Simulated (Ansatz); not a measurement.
Take NaI in the rock salt structure (space group Fm-3m, No. 225; a = 6.4021 Å) as the base. Axes: x, y, z lie along the cube axes.

The values are results of Ansatz (a quantum-chemistry and plane-wave program), PBEsol, PAW, cutoff 420 eV, no SOC, not measurements.

For the base:

The band gap comes out as 3.60 eV and the pressure is 0.01 GPa. The electron mass comes out as 0.26 mₑ (at Γ).

Now apply this change: the cell is stretched by 3.00 % along z with no lateral relaxation, atoms relaxed at fixed cell.

Question: Predict the new band gap, pressure and electron mass.

Answer: The band gap falls by 0.10 eV (3.60 eV → 3.50 eV); the pressure (mean of the normal stresses, compression positive) shrinks by 0.44 GPa (0.01 GPa → -0.43 GPa); the electron mass remains 0.26 mₑ (at Γ).

Spin-orbit coupling, missing from the scalar runs, can matter with I. The cells carry an imposed strain or load. Effective masses come from finite differences of ±0.01 Å⁻¹. Stability against distortions was not tested.
